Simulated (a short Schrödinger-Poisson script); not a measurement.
# Gated In0.52Al0.48As/In0.53Ga0.47As modulation-doped gas in a quantum well

Stack: gated In0.52Al0.48As/In0.53Ga0.47As modulation-doped gas in a quantum well, at 300 K.

```csv
layer,material,thickness (nm),Nd (cm⁻³),Na (cm⁻³)
1,In0.52Al0.48As,10,-,-
2,In0.52Al0.48As,20,6.8e17,-
3,In0.52Al0.48As,40,-,-
4,In0.53Ga0.47As,15,-,-
5,In0.52Al0.48As,4000,-,1e14
```

Constants are typed, rounded textbook-type inputs, not results; the design itself was drawn at random and stands for no fabricated device. In0.52Al0.48As: permittivity 12.5, conduction-band edge (eV) 0.52, gap (eV) 1.45, electron mass (mₑ) 0.075, Nv at 300 K (cm⁻³) 1.1e19. In0.53Ga0.47As: permittivity 13.9, conduction-band edge (eV) 0, gap (eV) 0.74, Nv at 300 K (cm⁻³) 7.7e18.

Channel valleys (confinement mass, in-plane density-of-states mass, number): Γ 0.041, 0.041, 1. At the gate the conduction-band edge of layer 1 lies 0.65 eV − eVg above the Fermi level of the channel; the field vanishes at the back. The barrier under the gate holds no holes. Gaps are held at their typed values at every temperature. Mesh 0.08 nm at interfaces.

From a short Schrödinger-Poisson script (our own, NumPy): 1D Poisson equation in equilibrium, electrons quantum, Hartree plus LDA exchange-correlation (BenDaniel-Duke, 40 states a valley, the channel's in-plane mass for all, wave functions free to enter the barrier), parabolic valleys, classical holes, full ionisation, no traps, pinning or gate leakage.

| Vg (V) | electrons (cm⁻²) | in the channel layer | C (μF/cm²) | Γ E0 (meV) | Γ E1 (meV) |
|---|---|---|---|---|---|
| 0.4 | 5.66e11 | 5.39e11 | 0.200 | -19.5 | 60.0 |
| 0.35 | 5.12e11 | 5.00e11 | 0.157 | -16.4 | 63.1 |
| 0.3 | 4.66e11 | 4.58e11 | 0.144 | -12.9 | 66.6 |
| 0.25 | 4.21e11 | 4.16e11 | 0.140 | -9.2 | 70.3 |
| 0.2 | 3.78e11 | 3.74e11 | 0.138 | -5.2 | 74.4 |
| 0.15 | 3.35e11 | 3.31e11 | 0.137 | -0.9 | 78.7 |
| 0.1 | 2.93e11 | 2.90e11 | 0.135 | 3.8 | 83.5 |
| 0.05 | 2.51e11 | 2.48e11 | 0.134 | 9.0 | 88.7 |
| 0 | 2.10e11 | 2.07e11 | 0.132 | 14.7 | 94.6 |
| -0.05 | 1.69e11 | 1.67e11 | 0.129 | 21.4 | 101.3 |
| -0.1 | 1.30e11 | 1.29e11 | 0.124 | 29.3 | 109.4 |
| -0.15 | 9.24e10 | 9.15e10 | 0.117 | 39.1 | 119.3 |
| -0.2 | 5.79e10 | 5.73e10 | 0.105 | 52.2 | 132.4 |
| -0.25 | 2.88e10 | 2.85e10 | 0.0824 | 71.0 | 151.4 |
| -0.3 | 9.45e9 | 9.35e9 | 0.0450 | 100.3 | 180.7 |
| -0.35 | 1.90e9 | 1.88e9 | 0.0148 | 142.0 | 222.2 |
| -0.4 | 3.03e8 | 3.00e8 | 0.00615 | 189.5 | 269.7 |
| -0.45 | 4.64e7 | 4.59e7 | 0.00488 | 238.1 | 318.2 |

Subbands count from the Fermi level.
